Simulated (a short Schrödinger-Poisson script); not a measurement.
MOS inversion layer, SiO2 on p-type Si(100)

Structure: MOS inversion layer, SiO2 on p-type Si(100), at 300 K.

| layer | material | thickness (nm) | Na (cm⁻³) |
|---|---|---|---|
| 1 | SiO2 | 0.9 | - |
| 2 | Si | 720 | 3.6e17 |

Constants are typed, rounded textbook-type inputs, not results; the design itself was drawn at random and stands for no fabricated device. SiO2: permittivity 3.9, conduction-band edge (eV) 3.15, gap (eV) 9, electron mass (mₑ) 0.5. Si: permittivity 11.7, conduction-band edge (eV) 0, gap (eV) 1.124, Nv at 300 K (cm⁻³) 3.1e19.

Channel valleys (confinement mass, in-plane density-of-states mass, number): Δ2 0.916, 0.19, 2; Δ4 0.19, 0.417, 4. At the gate the conduction-band edge of layer 1 lies 3.74 eV − eVg above the Fermi level of the channel; the field vanishes at the back. Gaps are held at their typed values at every temperature. Mesh 0.03 nm at interfaces.

From a short Schrödinger-Poisson script (our own, NumPy): 1D Poisson equation in equilibrium, electrons quantum, Hartree (BenDaniel-Duke, 12 states a valley, the channel's in-plane mass for all, wave functions ending at the dielectric), parabolic valleys, classical holes, full ionisation, no traps, pinning or gate leakage.

| Vg (V) | electrons (cm⁻²) | C (μF/cm²) | Δ2 E0 (meV) | Δ2 E1 (meV) | Δ4 E0 (meV) | Δ4 E1 (meV) |
|---|---|---|---|---|---|---|
| 0.4 | 1.43e7 | 0.194 | 340.4 | 394.4 | 390.1 | 478.6 |
| 0.45 | 8.23e7 | 0.188 | 294.5 | 349.8 | 345.4 | 436.2 |
| 0.5 | 4.78e8 | 0.185 | 248.5 | 305.0 | 300.6 | 393.4 |
| 0.55 | 2.77e9 | 0.192 | 202.5 | 260.2 | 255.7 | 350.5 |
| 0.6 | 1.58e10 | 0.254 | 157.0 | 215.9 | 211.3 | 308.1 |
| 0.65 | 8.03e10 | 0.528 | 114.4 | 174.6 | 170.0 | 268.7 |
| 0.7 | 2.91e11 | 1.09 | 80.0 | 142.2 | 137.6 | 238.2 |
| 0.75 | 6.90e11 | 1.58 | 56.1 | 121.0 | 116.4 | 218.8 |
| 0.8 | 1.22e12 | 1.89 | 39.4 | 107.4 | 102.9 | 207.0 |
| 0.85 | 1.84e12 | 2.09 | 26.7 | 97.9 | 93.6 | 199.2 |
| 0.9 | 2.51e12 | 2.22 | 16.5 | 90.9 | 86.7 | 193.8 |
| 0.95 | 3.21e12 | 2.32 | 7.8 | 85.4 | 81.3 | 189.7 |
| 1 | 3.95e12 | 2.39 | 0.1 | 80.9 | 76.9 | 186.5 |
| 1.05 | 4.70e12 | 2.45 | -6.8 | 77.1 | 73.2 | 183.9 |
| 1.1 | 5.47e12 | 2.50 | -13.2 | 73.7 | 70.0 | 181.8 |
| 1.15 | 6.25e12 | 2.54 | -19.2 | 70.7 | 67.1 | 179.9 |
| 1.2 | 7.05e12 | 2.57 | -24.9 | 68.0 | 64.4 | 178.3 |
| 1.25 | 7.86e12 | 2.60 | -30.3 | 65.5 | 62.0 | 176.9 |
| 1.3 | 8.67e12 | 2.63 | -35.5 | 63.2 | 59.8 | 175.6 |
| 1.35 | 9.49e12 | 2.65 | -40.6 | 61.1 | 57.7 | 174.4 |
| 1.4 | 1.03e13 | 2.67 | -45.5 | 59.0 | 55.7 | 173.4 |

Subbands count from the Fermi level.
